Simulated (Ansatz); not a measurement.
Take TiO2 in the anatase structure (space group I4_1/amd, No. 141; a = 3.770 Å, c = 9.555 Å) as the base. Axes: x, y, z lie along a, b, c of the conventional cell.

It is then changed as follows: tensile biaxial strain of 2.46 % in the plane normal to [001], as in epitaxy on a mismatched substrate; the out-of-plane cell vector and the atoms relax.

Levels (all Ansatz, a program for electronic structure, PAW, earlier PAW set): PBEsol (420 eV, spin-orbit coupling left out); r2SCAN (500 eV, no spin-orbit coupling); HSE06 (420 eV, no spin-orbit coupling); PBEsol+SOC (420 eV, with spin-orbit coupling).

One geometry, relaxed with PBEsol, under each level:

| level | band gap | lowest conduction level above the VBM at special points | pressure |
|---|---|---|---|
| PBEsol | 1.90 eV | Γ 1.90 eV; M 2.32 eV; S₀ 2.94 eV; S 2.94 eV | -4.79 GPa |
| r2SCAN | 2.32 eV | Γ 2.32 eV; M 2.73 eV; S₀ 3.34 eV; S 3.34 eV | -3.34 GPa |
| HSE06 | 3.43 eV | Γ 3.43 eV; M 3.90 eV; S₀ 4.53 eV | – |
| PBEsol+SOC | 1.90 eV | Γ 1.90 eV; M 2.32 eV; S₀ 2.94 eV; S 2.94 eV | -4.79 GPa |

Single points use the geometry relaxed with PBEsol. Their cutoffs differ, which shifts pressures a little. HSE06 gaps are upper bounds (no full band path). The spin-orbit shifts are approximate. Whether these cells are dynamically stable was not tested. The runs without spin-orbit coupling are not spin-polarised.
